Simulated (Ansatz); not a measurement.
Structure of amorphous Si30N41Sc (periodic cell):

```
ScN41Si30
1.0
    9.24321     0.07608    -0.01784
    0.07608     9.46430    -0.17705
   -0.01784    -0.17705     9.29960
Si N Sc
30 41 1
Direct
  0.24734   0.83169   0.85341
  0.23295   0.14164   0.41204
  0.94195   0.13346   0.55446
  0.48990   0.21121   0.61452
  0.17520   0.27801   0.70360
  0.87698   0.82153   0.29132
  0.77252   0.37878   0.38263
  0.62752   0.79872   0.09419
  0.32096   0.43802   0.44903
  0.57727   0.77519   0.77713
  0.01602   0.17652   0.97434
  0.32384   0.53439   0.79009
  0.79847   0.67108   0.54754
  0.97261   0.05371   0.26432
  0.52968   0.35313   0.17124
  0.06994   0.35500   0.23342
  0.68524   0.95528   0.61696
  0.53616   0.54342   0.55453
  0.38634   0.64304   0.26375
  0.20395   0.87063   0.17937
  0.66176   0.08527   0.91305
  0.68911   0.12729   0.37854
  0.98138   0.83549   0.62982
  0.83853   0.62349   0.86107
  0.28978   0.31477   0.00555
  0.82092   0.28792   0.77070
  0.58909   0.43528   0.87333
  0.80908   0.54234   0.13329
  0.13138   0.59710   0.05086
  0.40964   0.02952   0.11491
  0.30094   0.15395   0.59669
  0.17014   0.22347   0.88741
  0.94420   0.59307   0.01073
  0.64911   0.27282   0.28219
  0.41427   0.21502   0.09636
  0.64950   0.44741   0.06055
  0.48003   0.36665   0.52818
  0.39728   0.41471   0.90686
  0.80929   0.23292   0.48051
  0.79916   0.99702   0.30431
  0.16167   0.42317   0.09429
  0.47448   0.77148   0.18350
  0.01849   0.89293   0.19055
  0.63624   0.95900   0.78926
  0.30660   0.00995   0.28494
  0.37780   0.63034   0.46942
  0.51169   0.57309   0.74298
  0.93104   0.75601   0.45418
  0.57708   0.06972   0.51513
  0.99091   0.25653   0.68126
  0.90165   0.69017   0.70635
  0.06382   0.07444   0.42825
  0.23141   0.44284   0.65439
  0.59146   0.99071   0.06494
  0.64313   0.77576   0.59036
  0.19055   0.32031   0.37466
  0.02451   0.18679   0.15715
  0.68252   0.72197   0.92448
  0.40190   0.82760   0.75820
  0.90299   0.44342   0.26622
  0.77246   0.45778   0.80547
  0.20777   0.68853   0.20280
  0.21954   0.65453   0.89779
  0.26376   0.93757   0.01597
  0.71045   0.52572   0.48235
  0.84353   0.16413   0.91226
  0.86776   0.98617   0.62100
  0.76076   0.71266   0.20254
  0.14378   0.87510   0.70007
  0.41634   0.46542   0.26432
  0.61128   0.24212   0.78536
  0.32590   0.85882   0.56578
```

Methods: PBE, scalar-relativistic without spin-orbit coupling (Ansatz, a first-principles code); r2SCAN, scalar-relativistic without spin-orbit coupling (Ansatz); HSE06, scalar-relativistic without spin-orbit coupling (Ansatz). Neutral PBE cell, which sets geometry, pressure and energy: sampling: a 2×2×2 Γ-centred mesh; Fermi-Dirac width 0.02 eV; no spin polarisation. Exact exchange is cut at the faces of this 9 Å cell, which leaves hybrid gaps a finite-size error.

It comes from a melt-quench run on a machine-learned potential (CHGNet), relaxed afterwards by DFT. N atoms were pushed apart under 1.9 Å during the dynamics, to hinder bonds among them. The hot cell started wider than the set density and was brought back towards it in steps. It is the lowest in DFT energy of 2 quenches. It is a model cell: composition and starting density were chosen by hand, and all elements were melted together. No dispersion term was used. Cooling ran many orders faster than in experiment, which tends to leave more defects and strain. One small periodic cell is one sample of the glass; other quenches scatter about these values. The volume was held where the preparation left it and the shape relaxed.

Task: Give the pressure and the spacing of the highest filled and lowest empty levels.

Result: 
```yaml
Pressure on a 2×2×2 Γ-centred mesh: -0.61 GPa
Largest force and stress component on that mesh (the relaxation ran on the zone centre alone): 0.11 eV/Å and 0.7 GPa
Gap between localised states on a 2×2×2 Γ-centred mesh (PBE): 1.97 eV
Gap between localised states at the zone centre (PBE): 2.00 eV
Gap between localised states at the zone centre (r2SCAN): 2.38 eV
Gap between localised states at the zone centre (HSE06): 3.25 eV
Distance between the nearest levels spread over more than a fifth of the atoms or a third of the atoms of their main element (six at least) (PBE, zone centre): 2.99 eV
```

Task: At PBE and the zone centre, how localised are the states just below and above the Fermi level (participation number: the atoms over which a state spreads)?

Result: The highest filled state is spread over 5.5 atoms' worth, largest on N42, with weights by element (charge in smoothed Voronoi cells) N 0.89, Si 0.10, Sc 0.00. The lowest empty state is spread over 8.7 atoms' worth, largest on Si11, with weights by element (charge in smoothed Voronoi cells) Si 0.53, N 0.44, Sc 0.02.

At PBE the levels at both edges of the gap are localised (band-tail or defect states), and the nearest spread-out levels lie 3.0 eV apart at the zone centre.

Bonds are counted up to Si-Si 2.60 Å, Si-N 2.20 Å, Si-Sc 2.93 Å, N-N 1.70 Å, N-Sc 2.65 Å, Sc-Sc 3.41 Å. Two cations that share two anions don't count as bonded, nor two that share one unless they lie closer than Si-Si 2.38 Å, Si-Sc 2.85 Å, Sc-Sc 3.32 Å.

Added carriers, by PBE, scalar-relativistic without spin-orbit coupling run with Ansatz on the zone centre alone. Charged cells keep the cell fixed and stand in a uniform background, with no image correction, at a width of 0.01 eV; where the count is odd the moment is locked at 1 μB, unless the neutral cell bore moments. Each starts from the undistorted neutral geometry alone. PBE's self-interaction favours spread-out carriers, so it can miss traps that a hybrid finds.

Task: What happens at PBE when the cell takes an extra electron and the atoms relax?

Result: Relaxation lowers the charged cell by 0.95 eV. The largest moves are Si11 0.44 Å, Si26 0.11 Å, N66 0.09 Å, N39 0.08 Å. The level that holds the added charge spreads over 4.8 atoms' worth, most on Si11 (weight 0.43): a localised (trapped) carrier, which neighbours of that atom can share. No bond crosses its cut-off with a change of over 0.15 Å (metal-metal contacts aside). Made neutral again at that geometry, the cell lies +0.66 eV from the neutral start (a closed shell was imposed there, with levels 0.44 eV apart, so this is an upper bound).

Task: What happens at PBE when the cell takes a hole and the atoms relax?

Result: Relaxation lowers the charged cell by 0.19 eV. The largest moves are N42 0.22 Å, N62 0.11 Å, Si19 0.10 Å, Si8 0.09 Å. The level that was emptied spreads over 3.4 atoms' worth, most on N42 (weight 0.51): a localised (trapped) carrier, which neighbours of that atom can share. No bond crosses its cut-off with a change of over 0.15 Å (metal-metal contacts aside). Made neutral again at that geometry, the cell lies +0.58 eV from the neutral start.

A PBE run started with 1 μB on atoms that lack a bond or may hold spare charge lost its moments; other starts weren't tried.
